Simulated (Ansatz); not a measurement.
TaTe (model structure, Pm-3m, No. 221, 2 atoms in the cell), treated with PBEsol (Ansatz, a program for electronic structure, PAW).

Numerical settings: plane-wave cutoff 520 eV, 18×18×14 k mesh (along the axes of the cell as run), Fermi–Dirac smearing 0.05 eV, scalar-relativistic PAW data made under PBE.

Cell (relaxed at this level):

```cif
data_TaTe
_chemical_formula_sum 'Ta1 Te1'
_space_group_name_H-M_alt 'Pm-3m'
_space_group_IT_number 221
_space_group_name_Hall '-P 4 2 3'
_cell_length_a 3.37824
_cell_length_b 3.37824
_cell_length_c 3.37824
_cell_angle_alpha 90.000
_cell_angle_beta 90.000
_cell_angle_gamma 90.000
loop_
_atom_site_label
_atom_site_type_symbol
_atom_site_symmetry_multiplicity
_atom_site_Wyckoff_symbol
_atom_site_fract_x
_atom_site_fract_y
_atom_site_fract_z
_atom_site_occupancy
Ta1 Ta 1 a 0.00000 0.00000 0.00000 1
Te1 Te 1 b 0.50000 0.50000 0.50000 1
```

**Question.** Predict the bulk modulus.

**Answer.** 
- bulk modulus = 160 GPa

The run finds no gap.

Note: the bulk modulus is −V dP/dV from two relaxed cells at ±2 % in volume; the relaxation could raise the start's symmetry but not lower it, so the cell can be a saddle point.

Spin–orbit coupling is not included; it can open a gap where bands touch, and shift volumes and moduli.

Cost on a shared machine: around 80 core-seconds (rough).

A model structure was made by putting elements into a prototype or built by hand; it is no filed structure, need not be a known phase, and can be a saddle point held by its symmetry.
